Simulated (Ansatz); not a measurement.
Input and output of a self-consistent single point for a sheet of SnC (2 atoms in the cell) (Ansatz, a first-principles code).

Method of the run: revPBE, default PAW files made with PBE (plane waves; Ansatz).

```
CELL_PARAMETERS angstrom
      3.76685     0.00000     0.00000
     -1.88343     3.26219     0.00000
      0.00000     0.00000    14.00000
ATOMIC_POSITIONS crystal
  Sn 0.66667 0.33333 0.50000
  C  0.33333 0.66667 0.50000
```

Reference input (self-consistent single point, DFT, revPBE, plane waves, default PAW files made with PBE): kpoints.mp_grid.grid = 8 8 1; hamiltonian.xc = revpbe; hamiltonian.pseudopotentials = {kind: paw} (the program's default PAW files); scf.occupations.method = fermi_dirac; scf.occupations.width = 0.1 eV. This run's input differs from it in these lines:

Ansatz 0.2 input:
```diff
@@ -9,3 +9,3 @@
 kpoints:
-  mp_grid: { grid: [8, 8, 1] }
+  mp_grid: { grid: [10, 10, 1] }
 hamiltonian:
@@ -14,3 +14,3 @@
 scf:
-  occupations: { method: fermi_dirac, width: 0.1 eV }
+  occupations: { method: fermi_dirac, width: 0.3 eV }
 output:
```

Output (repeated stretches shortened):

```
SCF iter   1: F=—  HF=-6279.522230 eV  |F-HF|=—  |Δ(HF+E_count)|=         —  Δρ=3.19e-3  dr2=2.53e-2  ethr=1.77e-3  ⟨swp⟩=5.9  Hψ=1281  notcnv=0
all-band conjugate gradients solve this SCF's bands
preconditioner: auto → LDOS
SCF iter   2: F=—  HF=-6279.531650 eV  |F-HF|=—  |Δ(HF+E_count)|=   9.42e-3  Δρ=3.64e-3  dr2=3.72e-2  ethr=1.41e-4  ⟨swp⟩=2.0  Hψ=530  notcnv=0
   [... lines left out ...]
SCF iter   5: F=—  HF=-6279.523038 eV  |F-HF|=—  |Δ(HF+E_count)|=   7.31e-6  Δρ=2.07e-5  dr2=4.90e-7  ethr=5.92e-8  ⟨swp⟩=2.0  Hψ=341  notcnv=0
iter 6 met the thresholds in force, and the SCF goes on: an eigenvalue changes by 10.03 meV, over its tolerance of 10.00 meV (output.eigenvalues, Limitations)
SCF iter   6: F=-6279.523038 eV  HF=-6279.523038 eV  |F-HF|=4.78e-8  |Δ(HF+E_count)|=   2.43e-7  Δρ=2.91e-6  dr2=2.00e-8  ethr=5.56e-10  ⟨swp⟩=9.9  Hψ=1208  notcnv=0
SCF iter   7: F=-6279.523038 eV  HF=-6279.523038 eV  |F-HF|=2.26e-9  |Δ(HF+E_count)|=   5.43e-8  Δρ=3.33e-7  dr2=2.39e-10  ethr=1.11e-10  ⟨swp⟩=5.1  Hψ=952  notcnv=0
SCF 1 converged in 7 iterations: F = -6279.523038 eV  dr2 = 2.39e-10
an eigenvalue changed by more than its tolerance at an iteration that met the thresholds in force, so the SCF went on 1 time …
Free energy (F): -6279.523038 eV
Internal energy: -6279.421432 eV  (E = F + TS)
E sigma→0 (E₀):  -6279.472235 eV
Entropy (-TS):   -0.101606 eV (-50.803 meV/atom)
Fermi energy:    -1.142346 eV
--- Forces (eV/Å), atoms counted from 1 ---
  atom   1  Sn     0.00000000    -0.00000000     0.00000000
  atom   2  C     -0.00000000     0.00000000    -0.00000000
--- Stress (GPa, compression-positive) ---
       -3.035832      -0.000000      -0.000000
       -0.000000      -3.035832      -0.000000
       -0.000000      -0.000000       0.000569
  P = ⅓ Tr σ = -2.0237 GPa (-20.237 kbar)
  The stress holds the Pulay correction. Without it, at fixed plane waves, as pw.x and ABINIT print it: P = -2.0618 GPa
```

The run converged in 7 iterations. Against the reference run the free energy drops by 17.2 meV/atom.

The starting cell was generated: these elements placed on a structure prototype, without a prior relaxation; it need not be a known phase or ordering of this composition.
